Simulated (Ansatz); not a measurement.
```
SiC
1.0
    3.18189     0.00000     0.00000
    1.59094     2.75560     0.00000
    0.00000     0.00000     5.02152
Si C
2 2
Cartesian
  3.18189   1.83706   0.01064
  1.59094   0.91853   2.52140
  3.18189   1.83706   3.12881
  1.59094   0.91853   0.61805
```

No spin polarisation.

Calculations: r2SCAN, PAW, 500 eV (Ansatz, a quantum-chemistry and plane-wave program; no spin-orbit coupling), earlier PAW set. Settings: 12×12×7 k-points, 0.05 eV Fermi–Dirac smearing.

Predict the smallest direct gap, band gap, gap character and valence-band top at Γ.

The smallest direct gap is 3.98 eV. The band gap comes out as 2.68 eV and the gap character comes out as indirect, Γ → M. The valence-band top at Γ (three highest levels, from the VBM) is 0.00, -0.17, -0.17 eV.

The cells carry an imposed strain or load. No phonon test of stability was made. The cell was made from SiC in the wurtzite structure (space group P6_3mc, No. 186) by this change: biaxial strain +3.46 %, plane normal [001], relaxed out of plane.
